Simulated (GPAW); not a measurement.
Worked example: self-consistent single point of Al (Fm-3m, 1 atom in the cell) in GPAW.

Method: PBEsol, GPAW PAW datasets PBEsol (made by gpaw-setup) (plane waves; GPAW).

```yaml
crystal:
  lattice:
    - [0.00000, 2.03107, 2.03107]
    - [2.03107, 0.00000, 2.03107]
    - [2.03107, 2.03107, 0.00000]
  atoms:
    - { symbol: Al, position: [0.00000, 0.00000, 0.00000] }
```

Reference input (self-consistent single point, DFT PBEsol, plane waves, GPAW PAW datasets PBEsol (made by gpaw-setup)): mode = pw; ecut = 600 eV; xc = PBEsol; kpts = 14 14 14; mesh shift (steps) = 0 0 0; occupations.name = methfessel-paxton; occupations.width = 0.1 eV; occupations.order = 0; nbands = -5; convergence.forces = 0.001 eV/Å; symmetry.symmorphic = false; symmetry.tolerance = 0.0005. This run's input differs from it in these lines:

```diff
@@ -15,3 +15,3 @@
             occupations={'name': 'methfessel-paxton', 'width': 0.1, 'order': 0},
-            nbands=-5,
+            nbands=1,
             convergence={'forces': 0.001},
```

Output, abridged:

```
Input parameters:
  convergence: {forces: 0.001}
  kpts: {gamma: True,
         size: (14, 14, 14)}
  maxiter: 100
  mode: {ecut: 600.0,
         name: pw}
  nbands: 1
  occupations: {name: methfessel-paxton,
                order: 0,
                width: 0.1}
  symmetry: {symmorphic: False,
             tolerance: 0.0005}
  xc: PBEsol

species:
  Al:
    name: Aluminium
    Z: 13.0
    valence: 3
    core: 10
    charge: 0.0
    file: Al.PBEsol.gz

    # Using partial waves for Al as LCAO basis

Reference energy: -6590.127727  # eV

Spin-paired calculation

Traceback (most recent call last):
   [... frames left out ...]
ValueError: Too few bands!  Electrons: 3.000000, bands: 1
```

The program stopped before any SCF iteration. 

The starting cell has typed, rounded lattice constants, without a prior relaxation at this level. Its lattice was rescaled by up to half a per cent.
